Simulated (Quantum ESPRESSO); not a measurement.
Variants of one calculation on WC (P-6m2, 2 atoms in the cell)

```xyz
2
Lattice="2.9218 0.0000 0.0000 -1.4609 2.5304 0.0000 0.0000 0.0000 2.8446" Properties=species:S:1:pos:R:3 pbc="T T T"
W      0.0000     0.0000     0.0000
C      1.4609     0.8435     1.4223
```

Base run A: PBE, PseudoDojo standard norm-conserving (PBE) pseudopotentials (Quantum ESPRESSO), self-consistent single point.

Its settings: ecutwfc = 85 Ry; occupations = smearing; smearing = gaussian; degauss = 0.0099958 Ry; potentials = {W: W.upf, C: C.upf}; K_POINTS = automatic 10 10 9 0 0 0; conv_thr = 1e-09 Ry.

The starting cell comes from a database of computed structures (which also holds hypothetical and non-ambient phases and stackings), without a prior relaxation at this level. Its lattice was rescaled by a random factor within 2.5 % of one. Spin polarisation is off.

ΔF is the free energy per atom less that of run A. A dash stands where there is no value to compare (another energy zero or no entropy term, no result, no spin, no clean gap, or a mesh too coarse for one). Absolute energies have different zeros for different potentials, functionals, Hubbard and dispersion terms and are not compared across them.

```tsv
run	change	ΔF (meV/atom)	pressure (GPa)	k-points
A	base	0.00	0.55	70
B	ecutwfc: 85 Ry → 128 Ry	-2.0	0.50	70
C	nbnd: default → 13	0.00	0.55	70
D	K_POINTS: automatic 10 10 9 0 0 0 → automatic 9 9 8 0 0 0	1.68	0.64	60
E	degauss: 0.0099958 Ry → 0.02205 Ry; K_POINTS: automatic 10 10 9 0 0 0 → automatic 7 7 6 0 0 0	2.2	0.89	32
F	nosym: default → true	0.00	0.55	452
G	K_POINTS: automatic 10 10 9 0 0 0 → automatic 14 14 13 0 0 0	1.81	0.59	168
H	conv_thr: 1e-09 Ry → 7.3e-07 Ry	0.00	0.42	70
I	vdw_corr: default → grimme-d3; dftd3_version: default → 4; dftd3_threebody: default → false [PBE-D3(BJ)]	–	-6.60	70
J	mixing_ndim: default → 4	0.00	0.56	70
K	mixing_beta: default → 0.2	0.00	0.56	70
L	input_dft: default → vdw-df-obk8 [optB88-vdW]	–	2.50	70
```

Run E against A: The free energy rises by 2.2 meV/atom and the pressure goes from 0.55 to 0.89 GPa.

Run B against A: The free energy falls by 2.0 meV/atom and the pressure hardly changes (0.55 to 0.50 GPa).

Run L against A: The pressure goes from 0.55 to 2.50 GPa.
